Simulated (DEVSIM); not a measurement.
Device: Schottky contact on n-type Si, at 300 K.

Layer 1 from the left is Si, thickness (μm) 2.10, Nd (cm⁻³) 8.5e16, τn (s) 7.6e-6, τp (s) 0.00023.

Left contact: Schottky, work function 4.74 eV, emission velocity 1.5e6 cm/s. Right contact: ohmic. Voltage is applied to the left contact. Recombination: SRH at mid-gap, radiative. Gap narrowing is on: ΔEg = 6.92 meV × (l + √(l² + 0.5)), l = ln(N/1.3e17 cm⁻³), shared equally by both band edges. Mobility is constant in doping.

Constants are typed, rounded textbook-type inputs, not results; the design itself was drawn at random and stands for no fabricated device. Values at 300 K.

Si: gap (eV) 1.124, affinity (eV) 4.05, permittivity 11.7, Nc (cm⁻³) 2.86e19, Nv (cm⁻³) 3.1e19, μn (cm²/Vs) 1417, μp (cm²/Vs) 470, B (cm³/s) 4.7e-15.

Simulated with DEVSIM: 1D drift-diffusion, Boltzmann statistics, complete ionisation; no tunnelling, impact ionisation, image-force lowering or self-heating. Metal contacts follow the ideal Schottky-Mott rule: no Fermi-level pinning, no interface dipoles.

Question: What does the simulation give for the dark forward voltage at 100 A/cm², the potential step across the device at zero bias, the dark forward voltage at 1 A/cm²?

Answer: dark forward voltage at 100 A/cm² 0.402 V; potential step across the device at zero bias 0.538 V; dark forward voltage at 1 A/cm² 0.282 V.
